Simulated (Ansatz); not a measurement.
# Ti on the 1x1 (100) surface of rock-salt MgO (cut with top plane Mg + O), one in a 2x2 cell, started at the site 'top O'

Host crystal: rock-salt MgO, with a band gap (PBE, scalar-relativistic without spin-orbit coupling).

Method: PBE (plane waves to 420 eV, PAW; Ansatz, an electronic-structure program).

Slab: 33 atoms, 6.4 Å thick at the start under the adsorbate (thin: gaps and levels are the slab's own); k 3x3x1, smearing 0.01 eV, dipole-corrected; 16 atoms held, the rest relaxed; start symmetry kept, larger cells not searched; spin-polarised, ending with about 2.0 μB a cell; orders that need a larger cell were not tried, no spin-orbit, no U, no dispersion correction. At the end it is bonded to 4 Mg + O. In PBE this state lies 0.03 eV over the lowest of the starts that converged ('bridge Mg-O (span 2.1 Å)').

```yaml
adsorption energy against an atom of hcp Ti: 3.78 eV
change_of_the_step_from_the_bottom_to_the_top_vacuum_level_against_the_clean_slab: 1.02 eV
energy_released_by_relaxation: 0.58 eV
height of the binding atom over the mean of the host atoms within 0.3 Å of the top one: 2.052 Å
magnetic_moment_of_the_cell: 2.00 μB
nearest_host_atoms_of_the_binding_atom: O at 1.86 Å, Mg at 3.03 Å, Mg at 3.03 Å
largest_move_of_a_host_atom: 0.23 Å
cost: very roughly 10 core-minutes
```

A negative adsorption energy means that the adsorbate is more stable on the surface than in its reference.
